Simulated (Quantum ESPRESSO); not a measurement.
## Quick settings and what they miss: VOF2 (C2, 4 atoms in the cell)

Self-consistent single point.

```
CELL_PARAMETERS angstrom
      5.08150    -1.87471     0.00000
      5.08150     1.87471     0.00000
     -0.90797     0.00000     2.96367
ATOMIC_POSITIONS crystal
  V  0.03114 0.96886 0.00000
  O  0.48175 0.51825 0.00000
  F  0.84828 0.89374 0.37619
  F  0.10626 0.15172 0.62381
```
Moments meant for the start (each program seeds them in its own way; μB, in the order of the atoms V O F F): 2.0 0.0 0.0 0.0.

Method of the run: LDA (PZ)+U, GBRV 1.5 ultrasoft (LDA) pseudopotentials (plane waves; Quantum ESPRESSO).

Base settings: ecutwfc = 50 Ry; ecutrho = 400 Ry; occupations = smearing; smearing = fermi-dirac; degauss = 0.00147 Ry; nspin = 2; potentials = {V: v_lda_v1.4.uspp.F.UPF, O: o_lda_v1.2.uspp.F.UPF, F: f_lda_v1.4.uspp.F.UPF}; K_POINTS = automatic 5 5 6 0 0 0; HUBBARD = ortho-atomic; U V-3d 3.25 eV; conv_thr = 1e-10 Ry; mixing_beta = 0.2.

Tight run (finer mesh or higher cutoff; not a proven limit): ecutwfc: 50 Ry → 70 Ry; ecutrho: 400 Ry → 560 Ry; conv_thr: 1e-10 Ry → 7.3e-11 Ry; K_POINTS: automatic 5 5 6 0 0 0 → automatic 7 7 9 0 0 0. It gave top of the valence band (on the code's own zero) 2.05 eV; gap on the k-point mesh 1.90 eV; pressure -12.24 GPa; largest force (vector length) 1.304 eV/Å; size of the cell's spin moment 1.00 μB; site moments (μB, in the program's spheres or projections) V 0.81, O -0.14, F 0.00, F 0.00.

Quick runs, as changes from the base:
- A: the base itself
- B: ecutwfc: 50 Ry → 30 Ry; ecutrho: 400 Ry → 240 Ry; smearing: fermi-dirac → marzari-vanderbilt; degauss: 0.00147 Ry → 0.0099958 Ry; K_POINTS: automatic 5 5 6 0 0 0 → automatic 6 6 6 0 0 0
- C: ecutwfc: 50 Ry → 30 Ry; ecutrho: 400 Ry → 240 Ry; smearing: fermi-dirac → gaussian; degauss: 0.00147 Ry → 0.036749 Ry; K_POINTS: automatic 5 5 6 0 0 0 → automatic 1 1 1 1 1 1
- D: smearing: fermi-dirac → methfessel-paxton; degauss: 0.00147 Ry → 0.0147 Ry; conv_thr: 1e-10 Ry → 7.3e-06 Ry; K_POINTS: automatic 5 5 6 0 0 0 → automatic 4 4 4 1 1 1

Energies are extrapolated to zero smearing width, which holds to low order in the width alone (under cold and Methfessel-Paxton smearing the free energy itself is taken).

Dashes: gap of C, left out as unsure on this mesh or at this smearing; time of C, under 30 s; pressure of D, not trusted under this conv_thr with d or f elements.

Gaps are read on each run's own mesh, which may miss the band edges.

The count of work is k-points × plane waves × bands × iterations; it is no time. Core times come from one kind of shared machine and are given to one figure; runs under 30 s give none.

The starting cell comes from a database of computed structures (which also holds hypothetical and non-ambient phases and stackings), without a prior relaxation at this level. Its lattice was rescaled by a random factor within 2.5 % of one. With one magnetic atom in the cell only a parallel order is possible. With U or open f shells several self-consistent states can exist. In the base run, with a pressure of about -12 GPa the cell is away from its equilibrium volume at this level. In the base run, forces exceed 1 eV/Å.

| run | energy less tight (meV/atom) | pressure less tight (GPa) | largest miss in a force vector (eV/Å) | gap on the mesh less tight (eV) | count of work / tight | core time / tight (rough) |
|---|---|---|---|---|---|---|
| A | 2.7 | -0.07 | 0.008 | -0.003 | 0.23 | 0.2 |
| B | 174.0 | -14.30 | 0.022 | -0.007 | 0.15 | 0.2 |
| C | 1168.5 | 0.67 | 1.653 | – | 0.0032 | – |
| D | 4.2 | – | 0.045 | 0.027 | 0.055 | 0.08 |

Among the runs at the tight run's level, the energy misses run from 2.7 to 1168.5 meV/atom.

Left out of this page: 2 runs of the series outside the window shown, repeating another row's setting, or not comparable.
